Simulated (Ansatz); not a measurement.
Here is the system:

```yaml
crystal:
  lattice:
    - [0.00000, 2.58222, 2.58222]
    - [2.58222, 0.00000, 2.58222]
    - [2.58222, 2.58222, 0.00000]
  atoms:
    - { symbol: S, position: [0.00000, 0.00000, 0.00000] }
    - { symbol: Mg, position: [0.50000, 0.50000, 0.50000] }
```

No spin polarisation.

Calculations: PBE in Ansatz (plane waves to 420 eV, PAW, no spin-orbit coupling). Γ-centred 11×11×11 mesh, Fermi–Dirac width 0.05 eV.

Problem. What is the computed smallest direct gap?

Solution. 3.90 eV.

Problem. Predict the band gap.

Solution. 2.84 eV.

Load acts through the strain it causes; cell and atoms are relaxed under it. No phonon test of stability was made. The cell was made from MgS in the rock salt structure (space group Fm-3m, No. 225) by this change: pressure 3 GPa.

Ansatz is an electronic-structure program.
